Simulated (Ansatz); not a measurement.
## SiC, response to strain

Start from SiC in the wurtzite structure (space group P6_3mc, No. 186; a = 3.0564 Å, c = 5.0158 Å).

Strains are applied to the cell and any free atomic positions relax.

Computed with LDA/PAW in Ansatz (an electronic-structure program), scalar-relativistic without spin-orbit coupling.

Notes on the quantities. pressure: mean of the normal stresses, compression positive.

| isotropic strain (%) | pressure (GPa) |
|---|---|
| 0 | 0.0 |
| 0.6 | -4.0 |
| 1.2 | ? |
| 1.8 | -11.1 |
| 2.4 | -14.3 |
| 3 | -17.2 |

### Question
Fit P = P₀ − Bδ + Cδ² with δ = (1 + ε)³ − 1 to the rows shown and predict the withheld row.

### Answer
Least squares on the printed values gives P₀ = 0.0 GPa, B = 226 GPa (at held cell shape), C = 443 GPa (largest residual 0.0 GPa); this predicts -7.7 GPa, and the run gives -7.7 GPa, in agreement.

Stability against distortions was not tested.
